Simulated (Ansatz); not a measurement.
Si₃N₄, treated with HSE06 (plane waves, PAW; Ansatz, a first-principles code).

Settings: plane-wave cutoff 520 eV, 6×6×10 k mesh (along the axes of the cell as run), Fermi–Dirac smearing 0.03 eV, scalar-relativistic PAW data made under PBE.

Starting structure:

```xyz
14
Lattice="7.6093 0.0000 0.0000 -3.8046 6.5898 0.0000 0.0000 0.0000 2.9079" Properties=species:S:1:pos:R:3 pbc="T T T"
Si    -1.5957     5.0597     0.7270
Si     2.4296     1.1480     2.1809
Si     0.2207     2.6781     0.7270
Si     5.4003     1.5302     2.1809
Si     1.3750     5.4419     0.7270
Si     3.5840     3.9117     2.1809
N      0.0000     4.3932     0.7270
N      3.8047     2.1966     2.1809
N      2.3551     0.2570     0.7270
N      0.9550     2.1681     2.1809
N      6.2092     1.9111     0.7270
N      1.4496     6.3328     2.1809
N      2.8497     4.4218     0.7270
N     -2.4045     4.6788     2.1809
```

**Question.** Into what structure does the relaxation of cell and atoms lead at this level, with the symmetry of the start kept?

**Answer.** The volume decreases by 0.4 %; final space group P6_3/m.
```xyz
14
Lattice="7.5991 0.0000 0.0000 -3.7995 6.5810 0.0000 0.0000 0.0000 2.9030" Properties=species:S:1:pos:R:3 pbc="T T T"
Si    -1.5911     5.0605     0.7257
Si     2.4210     1.1523     2.1772
Si     0.2126     2.6728     0.7257
Si     5.3907     1.5205     2.1772
Si     1.3786     5.4287     0.7257
Si     3.5870     3.9082     2.1772
N      0.0000     4.3873     0.7257
N      3.7995     2.1937     2.1772
N      2.3917     0.2037     0.7257
N      1.0195     2.1731     2.1772
N      6.2269     1.9694     0.7257
N      1.4078     6.3773     2.1772
N      2.7801     4.4079     0.7257
N     -2.4273     4.6116     2.1772
```
